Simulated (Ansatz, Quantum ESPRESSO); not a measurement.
One structure in several programs: Sr₄As₂O (I4/mmm, 7 atoms in the cell)

Self-consistent single point.

```xyz
7
Lattice="-2.4359 2.4359 8.1981 2.4359 -2.4359 8.1981 2.4359 2.4359 -8.1981" Properties=species:S:1:pos:R:3 pbc="T T T"
Sr     0.0000     0.0000    11.0398
Sr     0.0000     0.0000     5.3565
Sr     0.0000     2.4359     0.0000
Sr     2.4359     0.0000     0.0000
As     0.0000     0.0000    14.1692
As     0.0000     0.0000     2.2271
O      0.0000     0.0000     8.1981
```

Shared settings, as Ansatz (an electronic-structure program) writes them: kpoints.mp_grid.grid = 4 4 4; scf.occupations.method = fixed. Potentials and cutoffs stand in the table.

| code | model | pressure (GPa) | largest force (eV/Å) | gap on the mesh (eV) | cutoff |
|---|---|---|---|---|---|
| Ansatz | LDA (PW92), PAW files made with PBE | -3.70 | 0.055 | 1.103 | default |
| Quantum ESPRESSO | LDA (PZ), GBRV 1.5 ultrasoft (LDA) pseudopotentials | -3.61 | 0.057 | 1.100 | 40 Ry |

Size of the force on each atom (eV/Å): Sizes of forces hide their directions.

| code | Sr1 | Sr2 | Sr3 | Sr4 | As5 | As6 | O7 |
|---|---|---|---|---|---|---|---|
| Ansatz | 0.055 | 0.055 | 0.000 | 0.000 | 0.054 | 0.054 | 0.000 |
| Quantum ESPRESSO | 0.057 | 0.057 | 0.000 | 0.000 | 0.054 | 0.054 | 0.000 |

Gaps are read on the mesh.

The spread over the programs that give each value: pressure within 0.09 GPa; largest force within 0.002 eV/Å; gap on the mesh within 0.003 eV.

Ansatz's pressure is given at a fixed set of plane waves, as the other plane-wave codes print theirs; with its correction for the finite basis it is -3.63 GPa. The same LDA comes in different parametrisations, which differ slightly.

The starting cell comes from a database of computed structures (which also holds hypothetical and non-ambient phases and stackings), without a prior relaxation at this level. Its lattice was rescaled by a random factor within 2.5 % of one.

Keys are those of Ansatz 0.2.
